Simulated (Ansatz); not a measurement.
**A computed series for MgO: element substitutions**

Consider MgO in the rock salt structure (space group Fm-3m, No. 225).

```
MgO
1.0
    0.00000     2.10706     2.10706
    2.10706     0.00000     2.10706
    2.10706     2.10706     0.00000
O Mg
1 1
Direct
  0.00000   0.00000   0.00000
  0.50000   0.50000   0.50000
```

Each row replaces one element on all its sites; cell and atoms are relaxed.

Method: plane-wave PAW DFT at the PBEsol level (Ansatz, a quantum-chemistry and plane-wave program, 420 eV), no SOC.

Candidates:
(a) Mg → Ca
(b) Mg → Sr
(c) O → F

Before the change:

```
Quantity   Result
--------  -------
Band gap  4.62 eV
```

Problem. Order them by band gap, highest first.

Solution. (a) Mg → Ca (3.54 eV), (b) Mg → Sr (3.20 eV), (c) O → F (zero)

No phonon test of stability was made. As relaxed here, MgF is a hypothetical phase, not in the database extracts checked. All final runs are without spin polarisation. An odd electron count without spin: MgF.
